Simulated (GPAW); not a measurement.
Band structure of MgH2 (P4_2/mnm, 6 atoms in the cell).

```xyz
6
Lattice="4.5200 0.0000 0.0000 0.0000 4.5200 0.0000 0.0000 0.0000 3.0200" Properties=species:S:1:pos:R:3 pbc="T T T"
Mg     0.0000     0.0000     0.0000
Mg     2.2600     2.2600     1.5100
H      1.3741     1.3741     0.0000
H      3.6341     0.8859     1.5100
H      0.8859     3.6341     1.5100
H      3.1459     3.1459     0.0000
```

Computed with PBE, GPAW PAW datasets PBE (gpaw-data 1.0.1) (plane waves; GPAW).

Settings: mode = pw; ecut = 850 eV; xc = PBE; kpts = 5 5 7; mesh shift (steps) = 0 0 0; occupations.name = fermi-dirac; occupations.width = 0.01 eV; nbands = -4; convergence.density = 1e-05 e/electron; convergence.bands = -2; symmetry.symmorphic = false; symmetry.tolerance = 0.0005; maxiter = 120; bandpath_npoints = 40.

The starting cell has typed, rounded lattice constants, without a prior relaxation at this level.

**Question.** Predict the gap along the standard path and the places of the band edges.

**Answer.** The gap along the path is 3.73 eV, from a point between M and Γ to a point between A and Z|X; the smallest direct gap on it is 4.58 eV.

Levels in eV from the top of the valence band on the SCF mesh, bands 9 to 16:
```tsv
point	9	10	11	12	13	14	15	16
Γ	-6.35	-1.40	-1.40	-0.38	4.79	5.04	9.19	9.19
X	-4.75	-4.75	-0.46	-0.46	5.38	5.38	10.09	10.09
M	-3.68	-3.68	-2.66	-2.66	9.06	9.06	9.21	9.21
Z	-2.95	-2.95	-0.04	-0.04	6.35	6.35	6.84	6.84
R	-2.20	-2.20	-1.03	-1.03	5.21	5.21	6.83	6.83
A	-1.82	-1.82	-0.89	-0.89	3.89	3.89	4.23	4.23
```
